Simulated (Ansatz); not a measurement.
The starting structures come from a database of crystals and need not be the phases stable at ambient conditions.

 Where the default PAW files enter, the runs use the earlier of Ansatz's two default sets.

The decay constant κ of evanescent states in the gap governs leakage through a thin film.

Given:

```yaml
crystal:
  lattice:
    - [3.45571, 0.00000, 0.00000]
    - [0.00000, 5.74539, 0.00000]
    - [0.00000, 0.00000, 6.72100]
  atoms:
    - { symbol: Zr, position: [0.75000, 0.75154, 0.10842] }
    - { symbol: Zr, position: [0.25000, 0.24846, 0.89158] }
    - { symbol: Zr, position: [0.25000, 0.74846, 0.60842] }
    - { symbol: Zr, position: [0.75000, 0.25154, 0.39158] }
    - { symbol: O, position: [0.25000, 0.97802, 0.34076] }
    - { symbol: O, position: [0.75000, 0.02198, 0.65924] }
    - { symbol: O, position: [0.75000, 0.52198, 0.84076] }
    - { symbol: O, position: [0.25000, 0.47802, 0.15924] }
    - { symbol: O, position: [0.25000, 0.86074, 0.92350] }
    - { symbol: O, position: [0.75000, 0.13926, 0.07650] }
    - { symbol: O, position: [0.75000, 0.63926, 0.42350] }
    - { symbol: O, position: [0.25000, 0.36074, 0.57650] }
```

Space group of this cell: Pnma. The cell is strained (all lengths scaled by 1.02); by r2SCAN its mean pressure is -21.7 GPa.

Transport runs along the normal of the first two printed cell vectors.

No gap correction and no spin-orbit coupling; mid-gap values are interpolated between computed energies.

Question: Compute, with Ansatz (a first-principles code) with r2SCAN, the band gap and the smallest decay constant κ at mid-gap.

Answer: Gap 3.21 eV on a 10×6×6 mesh; κ = 0.415 1/Å, at the zone centre.
